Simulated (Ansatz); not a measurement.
Hypothetical I4_132 P, pressure series

Base system: P (space group I4_132, No. 214; a = 6.102 Å; a hypothetical phase, not in the database extracts checked).

Cell and atoms are relaxed at each pressure.

Method: Ansatz (a program for electronic structure), PBE, PAW, cutoff 420 eV, without spin-orbit coupling.

```csv
P (GPa),V (Å³/atom)
-1.98,30.603
-0.99,29.341
0.30,28.149
0.71,27.845
1.50,27.327
2.99,26.529
4.99,25.684
7.49,24.840
10.01,24.149
```

A third-order Birch–Murnaghan fit to these points gives V₀ = 28.38 Å³/atom, B₀ = 35 GPa and B₀′ = 7.4. At pressure 10 GPa the volume is 85.1 % of V₀.

Load acts through the strain it causes; cell and atoms are relaxed under it. Whether these cells are dynamically stable was not tested. No other phases were tried under pressure.
